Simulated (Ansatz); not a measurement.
## How the bulk modulus B0 of Mo3Ir (model structure, started from the Cu3Au type, Pm-3m, No. 221, 4 atoms in the cell) moves with the method

No measured value is used here.

```csv
level (code),value (GPa),cell (Å³/atom)
LDA (Ansatz),313,14.74
PBEsol (Ansatz),300,14.99
r²SCAN (Ansatz),292,15.25
```

Density-functional levels without +SOC have no spin–orbit coupling. LDA, PBEsol, r²SCAN: the run has no spin polarisation, so it can have missed a magnetic state. LDA, PBEsol, r²SCAN: the bulk modulus is −V dP/dV from two relaxed cells at ±2 % in volume. Each level is taken at its own relaxed cell. Cutoffs differ between the levels. Ansatz's density-functional and Hartree–Fock values are scalar-relativistic unless marked +SOC, with PAW data made under PBE.

A model structure was made by putting elements into a prototype or built by hand; it is no filed structure, need not be a known phase, and can be a saddle point held by its symmetry.

Ansatz is a quantum-chemistry and plane-wave program.
